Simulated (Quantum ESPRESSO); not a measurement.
# Quick settings and what they miss: Cr (Im-3m, 2 atoms in the cell)

Self-consistent single point.

```yaml
crystal:
  lattice:
    - [3.02976, 0.00000, 0.00000]
    - [0.00000, 3.02976, 0.00000]
    - [0.00000, 0.00000, 3.02976]
  atoms:
    - { symbol: Cr, position: [0.00000, 0.00000, 0.00000], spin: 3.0 }
    - { symbol: Cr, position: [0.50000, 0.50000, 0.50000], spin: 3.0 }
```
(The spins are starting values, not results.)

Method of the run: PBE, PSlibrary ultrasoft (PBE) pseudopotentials (plane waves; Quantum ESPRESSO).

Base settings: ecutwfc = 55 Ry; ecutrho = 495 Ry; occupations = smearing; smearing = fd; degauss = 0.0073499 Ry; nspin = 2; potentials = {Cr: Cr.pbe-spn-rrkjus_psl.1.0.0.UPF}; K_POINTS = automatic 9 9 9 0 0 0; conv_thr = 1e-10 Ry; mixing_beta = 0.5.

Tight run (finer mesh or higher cutoff; not a proven limit): ecutwfc: 55 Ry → 77 Ry; ecutrho: 495 Ry → 693 Ry; conv_thr: 1e-10 Ry → 7.3e-11 Ry; K_POINTS: automatic 9 9 9 0 0 0 → automatic 13 13 13 0 0 0. It gave Fermi level (on the code's own zero) 15.66 eV; pressure -32.10 GPa; size of the cell's spin moment 0.00 μB.

Quick runs, as changes from the base:
- A: the base itself
- B: ecutwfc: 55 Ry → 38 Ry; ecutrho: 495 Ry → 342 Ry; degauss: 0.0073499 Ry → 0.0147 Ry; K_POINTS: automatic 9 9 9 0 0 0 → automatic 8 8 8 0 0 0
- C: degauss: 0.0073499 Ry → 0.0147 Ry; K_POINTS: automatic 9 9 9 0 0 0 → automatic 4 4 4 1 1 1
- D: ecutwfc: 55 Ry → 33 Ry; ecutrho: 495 Ry → 297 Ry; smearing: fd → gauss; degauss: 0.0073499 Ry → 0.0099958 Ry; K_POINTS: automatic 9 9 9 0 0 0 → automatic 1 1 1 1 1 1
- E: ecutwfc: 55 Ry → 33 Ry; ecutrho: 495 Ry → 297 Ry; pseudopotentials: {Cr: Cr.pbe-spn-rrkjus_psl.1.0.0.UPF} → {Cr: Cr.pz-spn-rrkjus_psl.1.0.0.UPF}; K_POINTS: automatic 9 9 9 0 0 0 → automatic 3 3 3 0 0 0 [LDA (PZ)]

Energies are extrapolated to zero smearing width, which holds to low order in the width alone (under cold and Methfessel-Paxton smearing the free energy itself is taken).

Dashes: time of C, D, E, under 30 s; energy of E, another energy zero.

† marks runs with another functional, U, potentials or spin treatment: their distance from the tight run is not a convergence error alone.

The count of work is k-points × plane waves × bands × iterations; it is no time. Core times come from one kind of shared machine and are given to one figure; runs under 30 s give none.

The starting cell comes from a database of computed structures (which also holds hypothetical and non-ambient phases and stackings), without a prior relaxation at this level. Its lattice was rescaled by a random factor within 2.5 % of one. The starting moments vanished: the run ended non-magnetic, which need not be the lowest state. In the base run, with a pressure of about -32 GPa the cell is away from its equilibrium volume at this level.

```csv
run,energy less tight (meV/atom),pressure less tight (GPa),count of work / tight,core time / tight (rough)
A,69.5,-0.38,0.19,0.4
B,582.1,-44.85,0.12,0.1
C,61.8,0.66,0.021,–
D,2417.6,-134.00,0.0020,–
E†,–,-161.26,0.0097,–
```

Among the runs at the tight run's level, the energy misses run from 61.8 to 2417.6 meV/atom.

Left out of this page: 1 run of the series outside the window shown, repeating another row's setting, or not comparable.
